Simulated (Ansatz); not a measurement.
Output of an Ansatz run (abridged):

```
WARN ansatz: RAYON_NUM_THREADS=1 ignored (pool sized by the plan → 1); use --threads N
basis.fft_grid_basis auto: the FFT boxes are laid along the combinations [[1, 0, -1], [0, 1, -1], [0, 0, 1]] of the cell's own vectors, 4.128, 4.128 and 7.091 …
Pseudopotentials: kind: paw
Pseudopotential: Cu, paw, valence charge 19
Pseudopotential: Ge, paw, valence charge 14
Crystal: 7 atoms, lattice volume = 98.533 Å³
Basis set: ecut = 500 eV, 2479 PW (Γ), FFT grids on a1−a3, a2−a3, a3, exchange–correlation on 128×128×216 points (64 copies of the dense FFT grid, shifted against one another)
Bands: 74, of which v1, the nominal top of the filled ones, is band 62 counted from 1 (61 counted from 0)
Symmetry: 12 space group operations
Space group: R-3m (ITA 166), of the structure as read, at distance tolerance 4.6e-5 Å
k-points: 32 of 216
PAW frozen core: Cu, regenerated for the run's functional
PAW frozen core: Ge, regenerated for the run's functional
Initial density: superposition of atomic densities (neutral atoms: chi_scale 0, normalization atom), corrected by the library's trained network
Initial wavefunctions: pseudopotential atomic-orbital guess
Eigensolver: davidson
Functional: x = r2scan, c = r2scan; τ floored in thin density (d = 2e-4 eV/Å³)
SCF iter   1: F=—  HF=-41761.483192 eV  |F-HF|=—  |Δ(HF+E_count)|=         —  Δρ=3.42e-2  dr2=6.66e-1  dr2_τ=6.18e-3  ethr=1.77e-3  ⟨swp⟩=5.1  Hψ=7484  notcnv=0  defer=51
all-band conjugate gradients solve this SCF's bands
preconditioner: auto → LDOS
SCF iter   2: F=—  HF=-41762.090466 eV  |F-HF|=—  |Δ(HF+E_count)|=   6.07e-1  S|Δr|=    0.00e0  Δρ=7.20e-2  dr2=2.85e0  dr2_τ=1.54e-2  ethr=5.42e-4  ⟨swp⟩=2.6  Hψ=4992  notcnv=0  defer=183  recentre
SCF iter   3: F=—  HF=-41761.389671 eV  |F-HF|=—  |Δ(HF+E_count)|=   7.01e-1  S|Δr|=    0.00e0  Δρ=1.24e-2  dr2=9.52e-2  dr2_τ=6.41e-4  ethr=5.42e-4  ⟨swp⟩=2.1  Hψ=4941  notcnv=0  defer=182
SCF iter   4: F=—  HF=-41761.371919 eV  |F-HF|=—  |Δ(HF+E_count)|=   1.78e-2  S|Δr|=    0.00e0  Δρ=1.57e-3  dr2=1.70e-3  dr2_τ=1.45e-5  ethr=7.74e-5  ⟨swp⟩=2.0  Hψ=3300  notcnv=0  defer=183
SCF iter   5: F=—  HF=-41761.371618 eV  |F-HF|=—  |Δ(HF+E_count)|=   3.00e-4  S|Δr|=    0.00e0  Δρ=3.52e-4  dr2=8.86e-5  dr2_τ=1.73e-6  ethr=1.38e-6  ⟨swp⟩=2.0  Hψ=3493  notcnv=0  defer=183
SCF iter   6: F=—  HF=-41761.371645 eV  |F-HF|=—  |Δ(HF+E_count)|=   2.67e-5  S|Δr|=    0.00e0  Δρ=1.96e-4  dr2=2.94e-5  dr2_τ=4.44e-7  ethr=7.21e-8  ⟨swp⟩=2.0  Hψ=3700  notcnv=0  defer=183
SCF iter   7: F=—  HF=-41761.371650 eV  |F-HF|=—  |Δ(HF+E_count)|=   4.45e-6  S|Δr|=    0.00e0  Δρ=4.14e-5  dr2=8.12e-7  dr2_τ=2.86e-8  ethr=2.39e-8  ⟨swp⟩=2.0  Hψ=3163  notcnv=0  defer=183
SCF iter   8: F=—  HF=-41761.371651 eV  |F-HF|=—  |Δ(HF+E_count)|=   1.11e-6  S|Δr|=    0.00e0  Δρ=1.91e-5  dr2=2.42e-7  dr2_τ=1.95e-9  ethr=8.13e-11  ⟨swp⟩=10.1  Hψ=11796  notcnv=0
SCF iter   9: F=-41761.371651 eV  HF=-41761.371651 eV  |F-HF|=6.72e-8  |Δ(HF+E_count)|=   3.26e-8  S|Δr|=    0.00e0  Δρ=9.81e-6  dr2=6.74e-8  dr2_τ=4.94e-10  ethr=8.13e-11  ⟨swp⟩=4.0  Hψ=7324  notcnv=0
SCF 1 converged in 9 iterations: F = -41761.371651 eV  dr2 = 6.74e-8
SCF converged after 9 iterations
Stability not checked (fill_not_monotonic)
Free energy (F): -41761.371651 eV
Harris-Foulkes:  -41761.371651 eV  (|F-HF|=6.72e-8)
Internal energy: -41761.369995 eV  (E = F + TS)
E sigma→0 (E₀):  -41761.371099 eV
Entropy (-TS):   -0.001656 eV (-0.237 meV/atom)
Fermi energy:    14.214652 eV
--- Per-component energies (eV) ---
  E_band       = -2349.436978
  E_kinetic    = 1718.895851
  E_local      = -27152.187567  (includes V_loc(G=0)·N_el)
  E_nonlocal   = 2832.300286
  E_hartree    = 12043.762352
  E_xc         = -554.383412
  E_vxc        = -755.162389  (∫ρ·V_xc dr)
  E_paw        = -12472.987227  (= ΣΔE_a)
  E_vpaw       = -3132.983785  (= ΣTr[D̂ρ^β])
  E_aug_tail   = 0.000769  (compensation charges beyond the density's cutoff)
  E_vtau       = 52.180763  (kinetic-family band-sum trace: ∫τ·v_τ [+ j·A + Jᵃ·Aᵃ] dr)
  E_ewald      = -18173.093975
  E_core_change = -3.677071  (= ΣΔE_core)
  E_smearing   = -0.001656  (= −TS)
  E_closure    = -0.000000  (closes the sum)
  Σ components = -41761.371651   (vs F -41761.371651, Δ=0.00e0)
--- Forces (eV/Å), atoms counted from 1 ---
  atom   1  Cu    -0.00000000     0.00000000    -0.05805953
  atom   2  Cu     0.00000000    -0.00000000     0.05805953
  atom   3  Cu    -0.00000000     0.00000000    -0.10813400
  atom   4  Cu     0.00000000    -0.00000000     0.10813400
  atom   5  Cu    -0.00000000     0.00000000    -0.00000000
  atom   6  Ge     0.00000000    -0.00000000     0.03172498
  atom   7  Ge    -0.00000000     0.00000000    -0.03172498
  max |Σ_I F_I| component: 2.78e-17 eV/Å
--- Stress (GPa, compression-positive) ---
       -4.729741      -0.000000       0.000000
       -0.000000      -4.729741      -0.000000
        0.000000      -0.000000      -4.330380
  P = ⅓ Tr σ = -4.5966 GPa (-45.966 kbar)
  The stress holds the Pulay correction. Without it, at fixed plane waves, as pw.x and ABINIT print it: P = -4.6835 GPa
--- Band table (eV; the first three rows and the last of 32) ---
  k-point 0: bands = ["-102.7164", "-102.7155", "-102.5783", "-102.5771", "-102.4892", "-58.5651", "-58.5651", "-58.5638", "-58.5638", "-58.5101", "-58.5058", "-58.4485", "-58.4477", "-58.3912", "-58.3912", "-58.3851", "-58.3851", "-58.3301", [...]
  k-point 1: bands = ["-102.7163", "-102.7155", "-102.5782", "-102.5771", "-102.4893", "-58.5667", "-58.5664", "-58.5625", "-58.5625", "-58.5101", "-58.5060", "-58.4489", "-58.4474", "-58.3913", "-58.3908", "-58.3854", "-58.3850", "-58.3299", [...]
  k-point 2: bands = ["-102.7161", "-102.7156", "-102.5780", "-102.5773", "-102.4893", "-58.5684", "-58.5662", "-58.5625", "-58.5612", "-58.5099", "-58.5066", "-58.4492", "-58.4471", "-58.3916", "-58.3901", "-58.3860", "-58.3847", "-58.3295", [...]
  k-point 31: bands = ["-102.7164", "-102.7155", "-102.5782", "-102.5771", "-102.4892", "-58.5651", "-58.5651", "-58.5638", "-58.5638", "-58.5101", "-58.5058", "-58.4528", "-58.4433", "-58.3912", "-58.3912", "-58.3851", "-58.3851", "-58.3302", [...]
```

The structure:

```xyz
7
Lattice="2.0638 1.1915 6.6784 -2.0638 1.1915 6.6784 0.0000 -2.3830 6.6784" Properties=species:S:1:pos:R:3 pbc="T T T"
Cu     0.0000     0.0000    12.4816
Cu     0.0000     0.0000     7.5536
Cu     0.0000     0.0000     2.5348
Cu     0.0000     0.0000    17.5003
Cu     0.0000     0.0000     0.0000
Ge     0.0000     0.0000     4.9767
Ge     0.0000     0.0000    15.0584
```

Task: What input produced this log?

Result: Other spellings and defaults could give the same log, and not every line can be read from it. The input that was run (DFT, r2SCAN, plane waves, default PAW files made with PBE):

Ansatz 0.2 input:
```yaml
# Cu5Ge2
crystal:
  lattice:
    - [2.063765, 1.191515, 6.678383]
    - [-2.063765, 1.191515, 6.678383]
    - [0.000000, -2.383031, 6.678383]
  atoms:
    - { symbol: Cu, position: [0.622983, 0.622983, 0.622983] }
    - { symbol: Cu, position: [0.377017, 0.377017, 0.377017] }
    - { symbol: Cu, position: [0.126520, 0.126520, 0.126520] }
    - { symbol: Cu, position: [0.873480, 0.873480, 0.873480] }
    - { symbol: Cu, position: [0.000000, 0.000000, 0.000000] }
    - { symbol: Ge, position: [0.248400, 0.248400, 0.248400] }
    - { symbol: Ge, position: [0.751600, 0.751600, 0.751600] }
basis:
  ecutwfc: 500.0
kpoints:
  mp_grid:
    grid: [6, 6, 6]
hamiltonian:
  xc: r2scan
  pseudopotentials:
    kind: paw
scf:
  occupations:
    method: cold
    width: 0.136
output:
  forces: true
  eigenvalues: true
  stress: true
```

The starting cell comes from a database of computed structures (which also holds hypothetical and non-ambient phases and stackings), without a prior relaxation at this level. Spin polarisation is off. With a pressure of about -5 GPa the cell is away from its equilibrium volume at this level. Ansatz's pressure includes its estimate of the finite-basis (Pulay) stress.

Ansatz is a program for electronic structure.
